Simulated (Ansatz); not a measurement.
Consider the following.

```xyz
4
Lattice="3.7844 0.0000 0.0000 0.0000 3.7844 0.0000 0.0000 0.0000 3.7844" Properties=species:S:1:pos:R:3 pbc="T T T"
Cu     1.8922     0.0000     0.0000
Cu     0.0000     1.8922     0.0000
Cu     0.0000     0.0000     1.8922
N      0.0000     0.0000     0.0000
```

No spin polarisation.

Method: Ansatz (a program for electronic structure), PBEsol, PAW, cutoff 420 eV, no SOC. Γ-centred 12×12×12 mesh, Fermi–Dirac width 0.05 eV.

Task: Estimate the gap character.

Result: Indirect, R → M.

Task: Predict the band gap.

Result: 0.07 eV.

Task: Predict the smallest direct gap.

Result: 0.60 eV.

Load acts through the strain it causes; cell and atoms are relaxed under it. Stability against distortions was not tested. The final runs are not spin-polarised. The cell was made from Cu3N (space group Pm-3m, No. 221) by this change: pressure −2 GPa. The zero or small gap of Cu3N can change with the level of theory.
